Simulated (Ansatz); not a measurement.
Base system: CdS in the zinc blende structure (space group F-43m, No. 216; a = 5.878 Å). Axes: x, y, z lie along the cube axes.

Level of theory: DFT with r2SCAN, PAW potentials and a 500 eV plane-wave cutoff in Ansatz (a program for electronic structure), without spin-orbit coupling.

Strains are applied to the cell and any free atomic positions relax; under biaxial strain the out-of-plane vector relaxes too.

One change was made to it. Results:

```tsv
quantity	base	after
valence-band top at Γ (three highest levels, from the VBM)	0.00, 0.00, 0.00 eV	0.00, 0.00, -0.26 eV
pressure (mean of the normal stresses, compression positive)	0.01 GPa	1.02 GPa
energy relative to the base (free energy F)	0 meV/atom	+7.1 meV/atom
```

Problem. Which change produced these results?
A. biaxial strain −0.50 %, plane normal [001], relaxed out of plane
B. biaxial strain −1.50 %, plane normal [001], relaxed out of plane
C. biaxial strain −3.00 %, plane normal [001], relaxed out of plane

Solution. C, biaxial strain −3.00 %, plane normal [001], relaxed out of plane. For comparison, the valence-band top at Γ in the other runs: biaxial strain −1.50 %, plane normal [001], relaxed out of plane gives 0.00, 0.00, -0.12 eV; biaxial strain −0.50 %, plane normal [001], relaxed out of plane gives 0.00, 0.00, -0.04 eV.

The levels and masses belong to the bands next to the band gap. Whether these cells are dynamically stable was not tested.
